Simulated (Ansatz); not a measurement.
YPt₃ (Pm-3m, No. 221)

These are r²SCAN+rVV10 (plane waves, PAW; Ansatz, a first-principles code) values and carry that method's errors.

Run with plane-wave cutoff 560 eV, 14×14×14 k mesh, Fermi–Dirac smearing 0.05 eV, scalar-relativistic PAW data made under PBE.

Cell (relaxed at this level):

```
Pt3Y
1.0
    4.07856     0.00000     0.00000
    0.00000     4.07856     0.00000
    0.00000     0.00000     4.07856
Y Pt
1 3
Cartesian
  0.00000   0.00000   0.00000
  2.03928   2.03928   0.00000
  0.00000   2.03928   2.03928
  2.03928   0.00000   2.03928
```

```json
{
  "band_gap": "zero (no gap)"
}
```

Spin–orbit coupling is not included.
